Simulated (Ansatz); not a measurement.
SnSe under a change: isotropic strain −0.74 %

The reference is SnSe in the GeS type structure (space group Pnma, No. 62; a = 11.493 Å, b = 4.169 Å, c = 4.385 Å; layered, stacked along the Cartesian x axis).

Now apply this change: the cell is scaled by 0.9926 in all directions, atoms relaxed at fixed cell.

The values are results of plane-wave PAW DFT at the PBE-D3(BJ) level (Ansatz, a quantum-chemistry and plane-wave program, 420 eV), scalar-relativistic without spin-orbit coupling, not measurements. Settings: 3×8×8 k-points, 0.05 eV Fermi–Dirac smearing.

```tsv
quantity	base	changed	shift
volume per atom	26.26 Å³	25.68 Å³	-0.58 Å³
shortest interatomic distance	276.6 pm	275.9 pm	-0.7 pm
energy relative to the base (free energy F)	0 meV/atom	+1.5 meV/atom	+1.5 meV/atom
band gap (an upper bound: an edge found on the path is not a true extremum; both cells)	0.46 eV	0.41 eV	-0.05 eV
largest internal atomic displacement	–	0.025 Å	–
```

Stability against distortions was not tested. The program warned that a D3 coordination switch lies within reach, so dispersion energies are less smooth here.
